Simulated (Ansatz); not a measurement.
Worked example: self-consistent single point of Li3In (I4/mmm, 4 atoms in the cell) in Ansatz (a quantum-chemistry and plane-wave program).

Computed with LDA (PW92), PAW files made with PBE (plane waves; Ansatz).

The change in words: lattice scaled by 0.98. Reference geometry:
```yaml
crystal:
  lattice:
    - [-2.08073, 2.08073, 4.22808]
    - [2.08073, -2.08073, 4.22808]
    - [2.08073, 2.08073, -4.22808]
  atoms:
    - { symbol: Li, position: [0.75000, 0.25000, 0.50000] }
    - { symbol: Li, position: [0.25000, 0.75000, 0.50000] }
    - { symbol: Li, position: [0.50000, 0.50000, 0.00000] }
    - { symbol: In, position: [0.00000, 0.00000, 0.00000] }
```

Reference input (self-consistent single point, DFT, LDA (PW92), plane waves, PAW files made with PBE): kpoints.mp_grid.grid = 11 11 11; hamiltonian.xc = lda; hamiltonian.pseudopotentials = {kind: paw} (the program's default PAW files); scf.occupations.method = gaussian; scf.occupations.width = 0.2 eV. This run's input differs from it in these lines:

```diff
@@ -3,5 +3,5 @@
   lattice:
-    - [-2.080730, 2.080730, 4.228080]
-    - [2.080730, -2.080730, 4.228080]
-    - [2.080730, 2.080730, -4.228080]
+    - [-2.039115, 2.039115, 4.143518]
+    - [2.039115, -2.039115, 4.143518]
+    - [2.039115, 2.039115, -4.143518]
   atoms:
```

Output (repeated stretches shortened):

```
SCF iter   1: F=—  HF=-6063.842726 eV  |F-HF|=—  |Δ(HF+E_count)|=         —  Δρ=3.20e-2  dr2=1.31e0  ethr=3.10e-3  ⟨swp⟩=4.3  Hψ=8650  notcnv=0
all-band conjugate gradients solve this SCF's bands
preconditioner: auto → Kerker (q_TF=auto, 2.256 Å⁻¹)
SCF iter   2: F=—  HF=-6063.409170 eV  |F-HF|=—  |Δ(HF+E_count)|=   4.34e-1  Δρ=1.51e-2  dr2=3.02e-1  ethr=3.10e-3  ⟨swp⟩=2.0  Hψ=4401  notcnv=0  defer=9
   [... lines left out ...]
SCF iter   4: F=—  HF=-6063.299138 eV  |F-HF|=—  |Δ(HF+E_count)|=   1.31e-2  Δρ=6.63e-4  dr2=4.07e-4  ethr=1.57e-4  ⟨swp⟩=2.2  Hψ=2531  notcnv=0  defer=9
SCF iter   5: F=—  HF=-6063.299152 eV  |F-HF|=—  |Δ(HF+E_count)|=   1.37e-5  Δρ=1.78e-4  dr2=4.29e-5  ethr=1.85e-6  ⟨swp⟩=1.7  Hψ=2124  notcnv=0  defer=9
SCF iter   6: F=—  HF=-6063.299140 eV  |F-HF|=—  |Δ(HF+E_count)|=   1.14e-5  Δρ=4.14e-5  dr2=2.31e-6  ethr=1.95e-7  ⟨swp⟩=1.8  Hψ=2099  notcnv=0  defer=9
SCF iter   7: F=-6063.299140 eV  HF=-6063.299140 eV  |F-HF|=2.38e-8  |Δ(HF+E_count)|=   7.62e-7  Δρ=9.38e-6  dr2=8.41e-8  ethr=4.55e-10  ⟨swp⟩=4.9  Hψ=9243  notcnv=0
SCF 1 converged in 7 iterations: F = -6063.299140 eV  dr2 = 8.41e-8
Free energy (F): -6063.299140 eV
Internal energy: -6063.269959 eV  (E = F + TS)
E sigma→0 (E₀):  -6063.284550 eV
Entropy (-TS):   -0.029180 eV (-7.295 meV/atom)
Fermi energy:    4.885749 eV
--- Forces (eV/Å), atoms counted from 1 ---
  atom   1  Li     0.00000000    -0.00000000     0.00000000
   [... zero for the other atoms too ...]
--- Stress (GPa, compression-positive) ---
       -0.523434      -0.000000       0.000000
       -0.000000      -0.523434       0.000000
       -0.000000      -0.000000      -0.657799
  P = ⅓ Tr σ = -0.5682 GPa (-5.682 kbar)
  The stress holds the Pulay correction. Without it, at fixed plane waves, as pw.x and ABINIT print it: P = -0.5771 GPa
```

The run converged in 7 iterations. Against the reference run the free energy falls by 8.9 meV/atom and the pressure goes from -2.02 to -0.57 GPa.

The starting cell comes from a database of computed structures (which also holds hypothetical and non-ambient phases and stackings), without a prior relaxation at this level. For this run, on top of that: lattice scaled by 0.98. Ansatz's pressure includes its estimate of the finite-basis (Pulay) stress.

Keys are those of Ansatz 0.2.
